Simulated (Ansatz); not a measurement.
The parent structure is MgSe in the rock salt structure (space group Fm-3m, No. 225).

```
CELL_PARAMETERS angstrom
      0.00000     2.72489     2.72489
      2.72489     0.00000     2.72489
      2.72489     2.72489     0.00000
ATOMIC_POSITIONS crystal
  Se 0.00000 0.00000 0.00000
  Mg 0.50000 0.50000 0.50000
```

Cartesian axes are those of the cell as printed.

Computed with Kohn–Sham DFT with the PBEsol functional, run in Ansatz (a program for electronic structure) with PAW and 420 eV plane waves, no spin-orbit coupling.

Base values:

```
Item                   Value
-------------------  -------
Smallest direct gap  2.50 eV
```

Modification: biaxial strain +1.79 %, plane normal [110], relaxed out of plane (Cartesian); in-plane vectors clamped, the third vector and the atoms free.

### Question
Predict the new energy relative to the base.

### Answer
The energy grows by 5.4 meV/atom.

### Question
What happens to the smallest direct gap?

### Answer
The smallest direct gap shrinks by 0.29 eV (2.50 eV → 2.21 eV).

A biaxial case was relaxed in a doubled cell and then solved in the primitive one. Stability against distortions was not tested.
